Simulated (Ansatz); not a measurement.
A self-consistent single point of a (110) slab of Mo (cut from a parent of space group no. 229; 5 atoms in the cell) with Ansatz (an electronic-structure program).

Computed with LDA (PW92), PAW files made with PBE (plane waves; Ansatz).

```yaml
crystal:
  lattice:
    - [2.71434, 0.00000, 0.00000]
    - [-3.61912, 2.55910, 0.00000]
    - [0.00000, 0.00000, 22.86500]
  atoms:
    - { symbol: Mo, position: [0.00000, 0.00000, 0.30615] }
    - { symbol: Mo, position: [0.00000, 0.50000, 0.40307] }
    - { symbol: Mo, position: [0.00000, 0.00000, 0.50000] }
    - { symbol: Mo, position: [0.00000, 0.50000, 0.59693] }
    - { symbol: Mo, position: [0.00000, 0.00000, 0.69385] }
```

Reference input (self-consistent single point, DFT, LDA (PW92), plane waves, PAW files made with PBE): basis.ecutwfc = 420 eV; kpoints.mp_grid.grid = 10 10 1; hamiltonian.xc = lda; hamiltonian.pseudopotentials = {kind: paw} (the program's default PAW files); scf.occupations.method = fermi_dirac; scf.occupations.width = 0.1 eV. This run's input differs from it in these lines:

Ansatz 0.2 input:
```diff
@@ -13,3 +13,3 @@
 basis:
-  ecutwfc: 420.0 eV
+  ecutwfc: 295.0 eV
 kpoints:
```

Output (repeated stretches shortened):

```
SCF iter   1: F=—  HF=-24215.618405 eV  |F-HF|=—  |Δ(HF+E_count)|=         —  Δρ=7.59e-2  dr2=2.85e1  ethr=3.10e-3  ⟨swp⟩=8.7  Hψ=13269  notcnv=0  defer=11
all-band conjugate gradients solve this SCF's bands
automatic band count: the SCF goes on with 49 bands, as 42 were too few: the levels above may hold too much charge
preconditioner: auto → LDOS
SCF iter   2: F=—  HF=-24212.915393 eV  |F-HF|=—  |Δ(HF+E_count)|=    2.70e0  Δρ=4.88e-2  dr2=8.92e0  ethr=3.10e-3  ⟨swp⟩=3.6  Hψ=4171  notcnv=0  defer=24
   [... lines left out ...]
SCF iter   7: F=—  HF=-24211.288317 eV  |F-HF|=—  |Δ(HF+E_count)|=   4.17e-6  Δρ=7.21e-5  dr2=3.10e-5  ethr=2.32e-7  ⟨swp⟩=2.2  Hψ=2007  notcnv=0  defer=22
SCF iter   8: F=—  HF=-24211.288314 eV  |F-HF|=—  |Δ(HF+E_count)|=   2.73e-6  Δρ=1.95e-5  dr2=2.06e-6  ethr=4.42e-8  ⟨swp⟩=2.2  Hψ=1913  notcnv=0  defer=22
SCF iter   9: F=—  HF=-24211.288314 eV  |F-HF|=—  |Δ(HF+E_count)|=   2.84e-7  Δρ=7.81e-6  dr2=2.52e-7  ethr=2.95e-9  ⟨swp⟩=2.2  Hψ=2188  notcnv=0  defer=22
SCF iter  10: F=-24211.288314 eV  HF=-24211.288314 eV  |F-HF|=5.85e-9  |Δ(HF+E_count)|=   3.35e-8  Δρ=1.63e-6  dr2=9.82e-9  ethr=1.43e-10  ⟨swp⟩=10.5  Hψ=6524  notcnv=0
SCF 1 converged in 10 iterations: F = -24211.288314 eV  dr2 = 9.82e-9
Free energy (F): -24211.288314 eV
Internal energy: -24211.131559 eV  (E = F + TS)
E sigma→0 (E₀):  -24211.209937 eV
Entropy (-TS):   -0.156755 eV (-31.351 meV/atom)
Fermi energy:    7.808895 eV
--- Forces (eV/Å), atoms counted from 1 ---
  atom   1  Mo    -0.00000000     0.00000000     0.88040324
  atom   2  Mo     0.00000000     0.00000000    -0.62306238
  atom   3  Mo     0.00000000     0.00000000     0.00000000
  atom   4  Mo    -0.00000000    -0.00000000     0.62306238
  atom   5  Mo     0.00000000    -0.00000000    -0.88040324
--- Stress (GPa, compression-positive) ---
       -7.815958       0.327588      -0.000000
        0.327588      -7.584319      -0.000000
       -0.000000      -0.000000      -5.085951
  P = ⅓ Tr σ = -6.8287 GPa (-68.287 kbar)
  The stress holds the Pulay correction. Without it, at fixed plane waves, as pw.x and ABINIT print it: P = -9.3542 GPa
```

The run converged in 10 iterations. Against the reference run the free energy goes up by 50.7 meV/atom and the largest force hardly changes (0.878 to 0.880 eV/Å).

The starting cell has typed, rounded lattice constants, without a prior relaxation at this level. The slab is cut from that crystal, and its faces are unrelaxed. Its lattice was rescaled by up to half a per cent. Spin polarisation is off. The cutoff lies below the one recommended for these files.
